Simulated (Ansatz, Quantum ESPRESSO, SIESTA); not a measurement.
Nb3Au2 (I4/mmm, 5 atoms in the cell) computed with different codes at matched settings

Self-consistent single point, at a second geometry (lattice scaled by 0.98). First geometry:

```yaml
crystal:
  lattice:
    - [-1.70781, 1.70781, 7.66090]
    - [1.70781, -1.70781, 7.66090]
    - [1.70781, 1.70781, -7.66090]
  atoms:
    - { symbol: Nb, position: [0.00000, 0.00000, 0.00000] }
    - { symbol: Nb, position: [0.39924, 0.39924, 0.00000] }
    - { symbol: Nb, position: [0.60076, 0.60076, 0.00000] }
    - { symbol: Au, position: [0.19977, 0.19977, 0.00000] }
    - { symbol: Au, position: [0.80023, 0.80023, 0.00000] }
```

Shared settings, as Ansatz (a first-principles code) writes them: kpoints.mp_grid.grid = 7 7 7; scf.occupations.method = gaussian; scf.occupations.width = 0.2 eV. Potentials and cutoffs stand in the table.

| code | model | ΔF from the first geometry (meV/atom) | pressure (GPa) | largest force (eV/Å) | cutoff |
|---|---|---|---|---|---|
| SIESTA | GGA PBEsol, numerical atomic orbitals DZP, PseudoDojo PBEsol standard norm-conserving potentials (rewritten from UPF to PSML) | -18.8 | 3.25 | 0.154 | grid 400 Ry |
| Quantum ESPRESSO | PBEsol, GBRV 1.5 ultrasoft (PBESOL) pseudopotentials | -7.9 | 4.84 | 0.116 | 40 Ry |
| Ansatz | PBEsol, default PAW files made with PBE | -5.6 | 5.28 | 0.111 | 420 eV |

Size of the force on each atom (eV/Å): Sizes of forces hide their directions.

```csv
code,Nb1,Nb2,Nb3,Au4,Au5
SIESTA,0.000,0.143,0.143,0.154,0.154
Quantum ESPRESSO,0.000,0.116,0.116,0.038,0.038
Ansatz,0.000,0.111,0.111,0.034,0.034
```

On Ansatz's run: spin-orbit coupling is off. Spin polarisation is off.

The spread over the programs that give each value: ΔF from the first geometry within 13.2 meV/atom; pressure within 2.03 GPa; largest force within 0.043 eV/Å.

SIESTA uses small atom-centred bases, whose incompleteness enters pressures, forces and empty levels differently from a plane-wave cutoff. Ansatz's pressure is given at a fixed set of plane waves, as the other plane-wave codes print theirs; with its correction for the finite basis it is 5.32 GPa. In the pressure, SIESTA (by 1.82) lies more than 1 GPa from the median of the plane-wave programs. In the force vectors, SIESTA (by 0.118) lies more than 0.08 eV/Å from the median of the plane-wave programs.

The starting cell comes from a database of computed structures (which also holds hypothetical and non-ambient phases and stackings), without a prior relaxation at this level. For this run, on top of that: lattice scaled by 0.98.

Left out of this page: Elk and FLEUR (not drawn, or without a comparable value).

Keys are those of Ansatz 0.2.
